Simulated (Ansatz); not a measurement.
Consider TiN in the rock salt structure (space group Fm-3m, No. 225; a = 4.234 Å; relaxed with 0.1 eV smearing).

The values are results of Ansatz (a quantum-chemistry and plane-wave program), r2SCAN, PAW, cutoff 500 eV, no SOC, earlier PAW set, not measurements.

Base values:

| Quantity | Result |
|---|---|
| Pressure | 0.0 GPa |

One thing is altered: the cell is scaled by 0.9574 in all directions, atoms relaxed at fixed cell.

**Question.** How does this affect the energy relative to the base?

**Answer.** The energy rises by 164 meV/atom.

**Question.** What happens to the pressure?

**Answer.** The pressure goes from zero to 50.6 GPa.

The cells carry an imposed strain or load. Whether these cells are dynamically stable was not tested. All final runs are without spin polarisation. An odd electron count without spin: TiN.
